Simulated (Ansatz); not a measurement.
Take CsPbBr$_{3}$ in the cubic perovskite structure (space group Pm-3m, No. 221; a = 5.872 Å) as the base.

Computed with PBEsol in Ansatz (plane waves to 420 eV, PAW, no spin-orbit coupling), earlier PAW set.

One change was made to it. Results:

The shortest interatomic distance falls by 0.017 Å, from 2.936 Å to 2.919 Å; the band gap drops by 0.03 eV, from 1.44 eV to 1.41 eV.

**Question.** Which change produced these results?
A) Pb → Sb
B) Cs → Na
C) Pb → Os

**Answer.** B, Cs → Na. For comparison, the band gap in the other runs: Pb → Os gives zero; Pb → Sb gives zero.

The magnetic state is the one reached from the starting moments; the real material's order can differ, and small cells can't hold many antiferromagnetic ones. Spin-orbit coupling, missing from the scalar runs, can matter with Pb. Whether these cells are dynamically stable was not tested. As relaxed here, NaPbBr3, CsOsBr3 and CsSbBr3 are hypothetical phases, not in the database extracts checked. No Hubbard U is applied, and correlation can decide whether such a compound is a metal. Spin-polarised in the final run: CsOsBr3; the other runs are not. An odd electron count without spin: CsSbBr3. Many cubic perovskites are stable only at high temperature; tilts and polar distortions were not tested. This is not the structure that CsPbBr3 has at room temperature and ambient pressure.

Ansatz is a first-principles code.
